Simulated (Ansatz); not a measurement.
**ScAl3, response to strain**

Consider ScAl₃ in the Cu3Au type structure (space group Pm-3m, No. 221; relaxed with 0.1 eV smearing).

```yaml
crystal:
  lattice:
    - [4.07246, 0.00000, 0.00000]
    - [0.00000, 4.07246, 0.00000]
    - [0.00000, 0.00000, 4.07246]
  atoms:
    - { symbol: Sc, position: [0.00000, 0.00000, 0.00000] }
    - { symbol: Al, position: [0.00000, 0.50000, 0.50000] }
    - { symbol: Al, position: [0.50000, 0.00000, 0.50000] }
    - { symbol: Al, position: [0.50000, 0.50000, 0.00000] }
```

Strains are applied to the cell and any free atomic positions relax.

Calculations: PBEsol/PAW in Ansatz (a quantum-chemistry and plane-wave program), without spin-orbit coupling.

```
isotropic strain (%)  pressure (GPa)
--------------------  --------------
0                                0.0
0.6                             -1.6
1.2                             -3.0
1.8                             -4.4
2.4                                ?
3                               -6.7
```

Problem. Fit P = P₀ − Bδ + Cδ² with δ = (1 + ε)³ − 1 to the rows shown and predict the withheld row.

Solution. Least squares on the printed values gives P₀ = 0.0 GPa, B = 90.3 GPa, C = 195 GPa (largest residual 0.0 GPa); this predicts -5.6 GPa, and the run gives -5.6 GPa, in agreement.

Stability against distortions was not tested. The final runs are not spin-polarised.
